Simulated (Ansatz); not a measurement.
Given:

```
Ca3AsBr3
1.0
    5.85520     0.00000     0.00000
    0.00000     5.85520     0.00000
    0.00000     0.00000     5.85520
Ca As Br
3 1 3
Direct
  0.50000   0.00000   0.00000
  0.00000   0.50000   0.00000
  0.00000   0.00000   0.50000
  0.00000   0.00000   0.00000
  0.00000   0.50000   0.50000
  0.50000   0.00000   0.50000
  0.50000   0.50000   0.00000
```

Method: PBEsol, rigid bands (plane waves, PAW, scalar-relativistic; Ansatz, an electronic-structure program). How the cell was made: cell and atoms relaxed with PBEsol.

Task: Predict the electron conductivity mass (n e² τ/σ) at 300 K, by direction if it differs.

Result: 0.49 mₑ.

Task: And the band gap?

Result: 1.50 eV at this level; semilocal functionals usually fall short of the measured gap.

Rigid bands, one relaxation time for all states, no polarons. Spin-orbit coupling is left out; where it splits the top of the valence band it changes the hole mass and lowers the gap by about a third of the splitting.

Computed structure with no diffraction record at hand here (it may be known, metastable or hypothetical): Ca3AsBr3 (Pm-3m).
